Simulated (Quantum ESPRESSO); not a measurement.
Quantum ESPRESSO 7.5, DFT, PBE, plane waves, PseudoDojo 0.5 standard norm-conserving PBE (local tails restored to the Coulomb form): fcc Cu with 2 Al on Cu sites (Al2Cu6), unrelaxed at the host's lattice constant, 8 atoms. Basis and mesh were picked for this test and aren't claimed converged.

```yaml
cell: 5.11, 5.11, 5.11 Å; 60, 60, 60°
task: scf
k mesh: 3×3×3
ecutwfc: 92 Ry
ecutrho: 368 Ry
occupations: smearing
smearing: mv
degauss: 0.02 Ry
conv_thr: 8e-09 Ry
tprnfor: true
tstress: false
k-point pools (-nk): 8
diagonalization: david (default)
mixing_mode: plain (default)
mixing_beta: 0.7 (default)
mixing_ndim: 8 (default)
k-points computed: 8
bands: 72
electrons: 120
G-vectors of the density: 76321
FFT grid: 60×60×60
symmetry_operations: 8
```

One run each. The counts of a restarted run leave out the earlier run.

All on 8 ranks. Base settings, kept where nothing else is said: startingwfc = atomic+random (default), startingpot = atomic (default), start = no earlier run (default). The settings tried:
- startingwfc = random
- startingpot = file, start = density of a run with one atom 0.03 Å away
- startingwfc = atomic
- the base settings

Problem. Which settings need the fewest SCF iterations, which the most, and do any fail to converge?

Solution. Fewest SCF iterations: startingpot = file, start = density of a run with one atom 0.03 Å away (6). Most among those that reach the base run's result: startingwfc = random (12); startingwfc = atomic (12); the base settings (12). All converged.

```json
[
 {"setting": "startingpot = file, start = density of a run with one atom 0.03 Å away", "SCF iterations": "6", "end": "converged"},
 {"setting": "the base settings", "SCF iterations": "12", "end": "converged"},
 {"setting": "startingwfc = atomic", "SCF iterations": "12", "end": "converged"},
 {"setting": "startingwfc = random", "SCF iterations": "12", "end": "converged"}
]
```
